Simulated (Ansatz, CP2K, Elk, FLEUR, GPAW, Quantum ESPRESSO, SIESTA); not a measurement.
SnBi3 (I4/mmm, 4 atoms in the cell) computed with different codes at matched settings

Self-consistent single point, at a second geometry (lattice scaled by 0.98). First geometry:

```yaml
crystal:
  lattice:
    - [-2.35058, 2.35058, 5.66404]
    - [2.35058, -2.35058, 5.66404]
    - [2.35058, 2.35058, -5.66404]
  atoms:
    - { symbol: Sn, position: [0.00000, 0.00000, 0.00000] }
    - { symbol: Bi, position: [0.50000, 0.50000, 0.00000] }
    - { symbol: Bi, position: [0.25000, 0.75000, 0.50000] }
    - { symbol: Bi, position: [0.75000, 0.25000, 0.50000] }
```

Shared settings, as Ansatz (a program for electronic structure) writes them: kpoints.mp_grid.grid = 6 6 6; scf.occupations.method = fermi_dirac; scf.occupations.width = 0.0073 Ry. Potentials and cutoffs stand in the table.

```json
[
 {"code": "GPAW", "model": "PBEsol, GPAW PAW datasets PBEsol (made by gpaw-setup)", "ΔF from the first geometry (meV/atom)": "-12.7", "pressure (GPa)": "0.50", "cutoff": "550 eV"},
 {"code": "SIESTA", "model": "GGA PBEsol, numerical atomic orbitals TZP, PseudoDojo PBEsol standard norm-conserving potentials (rewritten from UPF to PSML)", "ΔF from the first geometry (meV/atom)": "-13.2", "pressure (GPa)": "0.55", "cutoff": "grid 350 Ry"},
 {"code": "Ansatz", "model": "PBEsol, PAW files made with PBE", "ΔF from the first geometry (meV/atom)": "-11.5", "pressure (GPa)": "0.67", "cutoff": "default"},
 {"code": "FLEUR", "model": "PBEsol, all-electron FLAPW (FLEUR), scalar-relativistic valence", "ΔF from the first geometry (meV/atom)": "-10.6", "pressure (GPa)": "–", "cutoff": "Kmax 3.8 1/bohr"},
 {"code": "CP2K", "model": "PBEsol, GPW, DZVP-MOLOPT-SR-GTH basis, GTH-PBE potentials (GTH_POTENTIALS)", "ΔF from the first geometry (meV/atom)": "21.6", "pressure (GPa)": "3.85", "cutoff": "grid 400 Ry"},
 {"code": "Elk", "model": "PBEsol, all-electron FP-LAPW, Elk's shipped species files, APW+lo basis with extra local orbitals", "ΔF from the first geometry (meV/atom)": "-8.6", "pressure (GPa)": "–", "cutoff": "rgkmax 7.5"},
 {"code": "Quantum ESPRESSO", "model": "PBEsol, PseudoDojo standard norm-conserving (PBESOL) pseudopotentials", "ΔF from the first geometry (meV/atom)": "-12.5", "pressure (GPa)": "0.58", "cutoff": "75 Ry"}
]
```

A dash marks a value that a program does not give, or that is left out as unsure.

On Ansatz's run: spin-orbit coupling is off.

The spread over the programs that give each value: ΔF from the first geometry within 34.8 meV/atom; pressure within 3.35 GPa.

SIESTA and CP2K use small atom-centred bases, whose incompleteness enters pressures, forces and empty levels differently from a plane-wave cutoff. FLEUR and Elk treat all electrons, but the usual bases taken here (sphere radii, linearisation, local orbitals, empty states) were not tested for convergence, so the values are no reference for the others. Ansatz's pressure is given at a fixed set of plane waves, as the other plane-wave codes print theirs. In the pressure, CP2K (by 3.27) lies more than 1 GPa from the median of the plane-wave programs.

The starting cell comes from a database of computed structures (which also holds hypothetical and non-ambient phases and stackings), without a prior relaxation at this level. For this run, on top of that: lattice scaled by 0.98.

Keys are those of Ansatz 0.2.
